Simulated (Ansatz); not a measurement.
The parent structure is SrSnSe3 in the cubic perovskite structure (space group Pm-3m, No. 221; a = 5.2706 Å; a hypothetical phase, not in the database extracts checked). Axes: x, y, z lie along the cube axes.

Method: DFT with r2SCAN, PAW potentials and a 500 eV plane-wave cutoff in Ansatz (a first-principles code), no SOC.

Before the change:

- Pressure = 0.0 GPa
- Band gap = zero

Modification: the cell is stretched by 3.96 % along x with no lateral relaxation; the atoms relax in the strained cell.

What happens to the energy relative to the base?

The energy grows by 13 meV/atom.

Estimate the effect on the pressure.

The pressure (mean of the normal stresses, compression positive) goes from zero to -1.7 GPa.

Estimate the effect on the band gap.

The band gap is still zero.

Without a gap, meshes like the base's 9×9×9 leave anisotropic stresses uncertain by several tenths of a GPa, and small strain energies with them. No phonon test of stability was made. The final runs are not spin-polarised. Many cubic perovskites are stable only at high temperature; tilts and polar distortions were not tested.
